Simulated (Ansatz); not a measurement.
The starting structures come from a database of crystals and need not be the phases stable at ambient conditions.

Given:

```
CELL_PARAMETERS angstrom
      5.57523     0.00000     0.00000
     -1.21299     6.79182     0.00000
     -0.60649     3.39591     4.80763
ATOMIC_POSITIONS crystal
  Y  0.00000 0.30911 0.38178
  Y  0.00000 0.69089 0.61822
  Hf 0.39741 0.25618 0.00000
  Hf 0.60259 0.74382 0.00000
  O  0.19984 0.05984 0.34268
  O  0.80016 0.94016 0.65732
  O  0.80016 0.59748 0.34268
  O  0.19984 0.40252 0.65732
  O  0.72697 0.44085 0.00000
  O  0.27303 0.55915 0.00000
  O  0.50000 0.00000 0.00000
```

Space group of this cell: C2/m. The cell is taken as given; by PBEsol its mean pressure is -4.2 GPa.

Transport runs along the normal of the first two printed cell vectors.

The gap is the functional's own. No spin-orbit coupling. Mid-gap values are interpolated on the energy grid.

Problem. Estimate the band gap and the smallest decay constant κ at mid-gap that Ansatz (a first-principles code) with PBEsol returns for this system.

Solution. Gap 4.26 eV on a 6×6×6 mesh; κ = 0.438 1/Å, at the zone centre.
